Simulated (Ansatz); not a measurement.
As2O3, treated with PBEsol (PAW; Ansatz, a first-principles code).

Run with plane-wave cutoff 520 eV, 8×8×8 k mesh, Fermi–Dirac smearing 0.03 eV, scalar-relativistic PAW data made under PBE.

Starting structure:

```
CELL_PARAMETERS angstrom
      0.00000     5.53730     5.53730
      5.53730     0.00000     5.53730
      5.53730     5.53730     0.00000
ATOMIC_POSITIONS crystal
  As 0.39714 0.39714 0.39714
  As 0.44142 0.85286 0.85286
  As 0.39714 0.39714 0.80858
  As 0.85286 0.44142 0.85286
  As 0.80858 0.39714 0.39714
  As 0.85286 0.85286 0.85286
  As 0.39714 0.80858 0.39714
  As 0.85286 0.85286 0.44142
  O  0.32630 0.32630 0.67370
  O  0.57630 0.57630 0.92370
  O  0.67370 0.67370 0.32630
  O  0.92370 0.92370 0.57630
  O  0.67370 0.32630 0.32630
  O  0.92370 0.57630 0.57630
  O  0.32630 0.67370 0.67370
  O  0.57630 0.92370 0.92370
  O  0.57630 0.92370 0.57630
  O  0.32630 0.67370 0.32630
  O  0.92370 0.57630 0.92370
  O  0.67370 0.32630 0.67370
```

Problem. Into what structure does the relaxation of cell and atoms lead at this level, with the symmetry of the start kept?

Solution. The volume drops by 0.4 %; final space group Fd-3m.
```
CELL_PARAMETERS angstrom
      0.00000     5.53030     5.53030
      5.53030     0.00000     5.53030
      5.53030     5.53030     0.00000
ATOMIC_POSITIONS crystal
  As 0.39615 0.39615 0.39615
  As 0.43845 0.85385 0.85385
  As 0.39615 0.39615 0.81155
  As 0.85385 0.43845 0.85385
  As 0.81155 0.39615 0.39615
  As 0.85385 0.85385 0.85385
  As 0.39615 0.81155 0.39615
  As 0.85385 0.85385 0.43845
  O  0.32330 0.32330 0.67670
  O  0.57330 0.57330 0.92670
  O  0.67670 0.67670 0.32330
  O  0.92670 0.92670 0.57330
  O  0.67670 0.32330 0.32330
  O  0.92670 0.57330 0.57330
  O  0.32330 0.67670 0.67670
  O  0.57330 0.92670 0.92670
  O  0.57330 0.92670 0.57330
  O  0.32330 0.67670 0.32330
  O  0.92670 0.57330 0.92670
  O  0.67670 0.32330 0.67670
```

Note: the relaxation could not lower the start's symmetry, so the cell can be a saddle point above a distorted one.
